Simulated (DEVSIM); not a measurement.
Device: W/SiO2/n-Si capacitor, at 400 K.

Layer 1 from the left is SiO2, thickness (nm) 5.60. Layer 2 from the left is Si, thickness (nm) 8300, Nd (cm⁻³) 2.4e14.

Metal gate on the left, work function 4.6 eV. Fixed charge at the semiconductor interface -2.7e10 cm⁻² (in units of +e); no interface traps.

The device is made up for the run: typed textbook-type constants, with dimensions and the other settings drawn at random. Values at 300 K; Nc and Nv go as T^1.5, mobilities as T to minus their exponent, the gap by Varshni's rule with the affinity fixed.

SiO2: gap (eV) 9, affinity (eV) 0.9, permittivity 3.9. Si: gap (eV) 1.124, affinity (eV) 4.05, permittivity 11.7, Nc (cm⁻³) 2.86e19, Nv (cm⁻³) 3.1e19, Varshni α (eV/K) 0.000473, Varshni β (K) 636.

Question: Estimate by hand the flat-band voltage, the threshold voltage, and compare with a numerical solution.

Answer: 
- Flat-band voltage: C = 0.617 μF/cm², work-function difference 0.132 V; VFB = φms − qNf/C = 0.14 V; numerical 0.14 V.
- Threshold voltage: φF = 0.129 V, depletion charge √(4εqNφF) = 4.54e-9 C/cm²; VT = VFB − 2φF − Qd/C = -0.13 V; numerical -0.13 V.

Model (solved in DEVSIM): 1D Poisson equation in equilibrium, Boltzmann statistics, complete ionisation; no quantum confinement or tunnelling. Metal contacts follow the ideal Schottky-Mott rule: no Fermi-level pinning, no interface dipoles.
